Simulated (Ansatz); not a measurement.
System: Sm5Ge3 (P6₃/mcm, No. 193; cell taken from a computed entry). Method: r²SCAN (Ansatz, a program for electronic structure, PAW).

Numerical settings: plane-wave cutoff 500 eV, 6×6×6 k mesh, Fermi–Dirac smearing 0.05 eV, spin-polarised start, scalar-relativistic PAW data made under PBE.

Computed at the level's own relaxed cell.

Problem. Estimate the equilibrium volume per atom, lattice parameter a and lattice parameter c that the calculation returns.

Solution. 
- equilibrium volume per atom = 29.22 Å³/atom
- lattice parameter a = 8.886 Å
- lattice parameter c = 6.837 Å

Note: the magnetic order was assumed, not searched for or taken from measurement; the relaxation could not lower the start's symmetry, so the cell can be a saddle point above a distorted one; the 4f shell is treated without U or exact exchange, so its levels and filling can be wrong.

Spin–orbit coupling is not included.

The computed numbers hold no vibrational or temperature effects.

Computing time: around 110 core-minutes (rough).
